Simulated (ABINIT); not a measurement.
Band structure of CsAu (Pm-3m, 2 atoms in the cell).

```
CELL_PARAMETERS angstrom
      4.18306     0.00000     0.00000
      0.00000     4.18306     0.00000
      0.00000     0.00000     4.18306
ATOMIC_POSITIONS crystal
  Cs 0.00000 0.00000 0.00000
  Au 0.50000 0.50000 0.50000
```

Computed with PBEsol, norm-conserving pseudopotentials (PseudoDojo nc-sr-04 PBEsol standard) (plane waves; ABINIT).

Settings: pseudos = [Cs.upf, Au.upf]; ecut = 1034 eV; occopt = 3; tsmear = 0.05 eV; ngkpt = 6 6 6; nshiftk = 1; shiftk = 0 0 0; potentials = PseudoDojo nc-sr-04 PBEsol standard; kptopt = 1; nstep = 100; tolvrs1 = 1e-11; ndtset = 2; getden2 = 1.

The starting cell comes from a database of computed structures (which also holds hypothetical and non-ambient phases and stackings), without a prior relaxation at this level. Its lattice was rescaled by a random factor within 2.5 % of one. Spin-orbit coupling is off.

Q: Predict the gap along the standard path and the places of the band edges.

A: The gap along the path is 0.82 eV, from R to X; the smallest direct gap on it is 1.39 eV.

Levels in eV from the top of the valence band on the SCF mesh, bands 11 to 18:
```tsv
point	11	12	13	14	15	16	17	18
Γ	-2.67	-2.20	-2.20	-2.20	3.99	3.99	6.61	6.61
X	-2.16	-2.16	-2.16	-0.86	0.82	3.92	4.46	4.46
M	-2.39	-2.39	-1.95	-1.22	3.58	3.58	4.50	6.90
R	-2.14	-1.94	-1.94	0.00	1.39	1.39	1.39	9.27
```
